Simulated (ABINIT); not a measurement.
A self-consistent single point of RbBH4 (F-43m, 6 atoms in the cell) with ABINIT.

Method of the run: PBEsol, norm-conserving pseudopotentials (PseudoDojo nc-sr-04 PBEsol standard) (plane waves; ABINIT).

The change in words: lattice scaled by 0.98. Reference geometry:
```yaml
crystal:
  lattice:
    - [0.00000, 3.45324, 3.45324]
    - [3.45324, 0.00000, 3.45324]
    - [3.45324, 3.45324, 0.00000]
  atoms:
    - { symbol: Rb, position: [0.00000, 0.00000, 0.00000] }
    - { symbol: B, position: [0.50000, 0.50000, 0.50000] }
    - { symbol: H, position: [0.60242, 0.60242, 0.60242] }
    - { symbol: H, position: [0.19274, 0.60242, 0.60242] }
    - { symbol: H, position: [0.60242, 0.60242, 0.19274] }
    - { symbol: H, position: [0.60242, 0.19274, 0.60242] }
```

Reference input (self-consistent single point, DFT, PBEsol, plane waves, norm-conserving pseudopotentials (PseudoDojo nc-sr-04 PBEsol standard)): pseudos = [Rb.upf, B.upf, H.upf]; ecut = 1034 eV; occopt = 1; ngkpt = 6 6 6; nshiftk = 1; shiftk = 0 0 0; potentials = PseudoDojo nc-sr-04 PBEsol standard; nband = 12; kptopt = 1; nstep = 100; tolvrs = 1e-11; diemac = 12. This run's input differs from it in these lines:

```diff
@@ -5,5 +5,5 @@
 rprim
-         0.0000000000    6.5256778426    6.5256778426
-         6.5256778426    0.0000000000    6.5256778426
-         6.5256778426    6.5256778426    0.0000000000
+        -0.0000000000    6.3951639078    6.3951639078
+         6.3951639078   -0.0000000000    6.3951639078
+         6.3951639078    6.3951639078   -0.0000000000
 natom 6
@@ -14,7 +14,7 @@
          0.0000000000    0.0000000000    0.0000000000
-         6.5256778426    6.5256778426    6.5256778426
-         7.8623976919    7.8623976919    7.8623976919
-         7.8623976919    5.1889579933    5.1889579933
-         5.1889579933    5.1889579933    7.8623976919
-         5.1889579933    7.8623976919    5.1889579933
+         6.3951639078    6.3951639078    6.3951639078
+         7.7051492827    7.7051492827    7.7051492827
+         7.7051492827    5.0851785329    5.0851785329
+         5.0851785329    5.0851785329    7.7051492827
+         5.0851785329    7.7051492827    5.0851785329
 ecut 1034 eV
```

Output, abridged:

```
--- !BeginCycle
solver: {iscf: 7, nstep: 100, nline: 4, wfoptalg: 0, }
tolerances: {tolvrs: 1.00E-11, }
...

     iter   Etot(hartree)      deltaE(h)  residm     vres2
 ETOT  1  -32.219999867397    -3.222E+01 4.600E-02 1.954E+03
 ETOT  2  -32.351223406098    -1.312E-01 6.865E-03 8.447E+01
 ETOT  3  -32.360940628368    -9.717E-03 2.402E-03 1.060E+01
 ETOT  4  -32.361618058297    -6.774E-04 8.335E-04 8.985E-02
 ETOT  5  -32.361625818291    -7.760E-06 5.180E-04 2.309E-03
   [... 3 lines left out ...]
 ETOT  9  -32.361625883965    -1.313E-11 5.135E-04 4.298E-08
 ETOT 10  -32.361625883966    -1.052E-12 1.406E-04 1.968E-09
 ETOT 11  -32.361625883964     1.869E-12 4.018E-04 9.000E-11
 ETOT 12  -32.361625883966    -1.137E-12 9.473E-05 8.023E-13
 At SCF step   12       vres2   =  8.02E-13 < tolvrs=  1.00E-11 =>converged.

 Cartesian components of stress tensor (hartree/bohr^3)
  sigma(1 1)= -8.85358549E-05  sigma(3 2)=  0.00000000E+00
  sigma(2 2)= -8.85358549E-05  sigma(3 1)=  0.00000000E+00
  sigma(3 3)= -8.85358549E-05  sigma(2 1)=  0.00000000E+00

 ----iterations are completed or convergence reached----

 reduced coordinates (array xred) for    6 atoms
       0.000000000000      0.000000000000      0.000000000000
       0.500000000000      0.500000000000      0.500000000000
       0.602420000002      0.602420000002      0.602420000002
       0.192739999994      0.602420000002      0.602420000002
       0.602420000002      0.602420000002      0.192739999994
       0.602420000002      0.192739999994      0.602420000002
 cartesian forces (eV/Angstrom) at end:
   [... lines left out ...]
 Fermi (or HOMO) energy (hartree) =  -0.09585   Average Vxc (hartree)=  -0.28411
 Fermi (or HOMO) energy (eV) =  -2.60818   Average Vxc (eV)=  -7.73091
   [... lines left out ...]
total_energy        : -3.23616258839656E+01
total_energy_eV     : -8.80604624262301E+02
band_energy         : -5.43512292442147E+00
...

-Cartesian components of stress tensor (GPa)         [Pressure=  2.6048E+00 GPa]
- sigma(1 1)= -2.60481434E+00  sigma(3 2)=  0.00000000E+00
- sigma(2 2)= -2.60481434E+00  sigma(3 1)=  0.00000000E+00
- sigma(3 3)= -2.60481434E+00  sigma(2 1)=  0.00000000E+00

 Calculation completed.
```

The run converged in 12 iterations. Against the reference run the free energy goes up by 7.0 meV/atom, the pressure goes from 0.24 to 2.60 GPa, the largest force goes from 0.193 to 0.674 eV/Å and the gap on the mesh goes from 5.909 to 5.920 eV.

The starting cell comes from a database of computed structures (which also holds hypothetical and non-ambient phases and stackings), without a prior relaxation at this level. For this run, on top of that: lattice scaled by 0.98.

Cost on one core of a shared machine: roughly 80 s.
